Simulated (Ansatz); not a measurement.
**CoO in the rock salt structure (space group Fm-3m, No. 225; ferromagnetic)**

```
CELL_PARAMETERS angstrom
      0.00000     2.08363     2.08363
      2.08363     0.00000     2.08363
      2.08363     2.08363     0.00000
ATOMIC_POSITIONS crystal
  O  0.00000 0.00000 0.00000
  Co 0.50000 0.50000 0.50000
```

Calculations: PBEsol, PAW, 420 eV (Ansatz, a quantum-chemistry and plane-wave program; spin-orbit coupling left out). Γ-centred 19×19×19 mesh, Fermi–Dirac width 0.05 eV.

- Volume per atom = 9.05 Å³
- Density = 6.88 g/cm³
- Band gap = zero
- Magnetic state = ferromagnetic
- Total energy = -2826.142 eV/atom (σ→0; compares only within this code and set-up)

No phonon test of stability was made. No Hubbard U is applied and the magnetic state is the run's own (CoO ferromagnetic); small cells can't hold the antiferromagnetic order that many such compounds have, so gaps and moments can be off. In its common phase, real CoO is an antiferromagnetic insulator at low temperature.
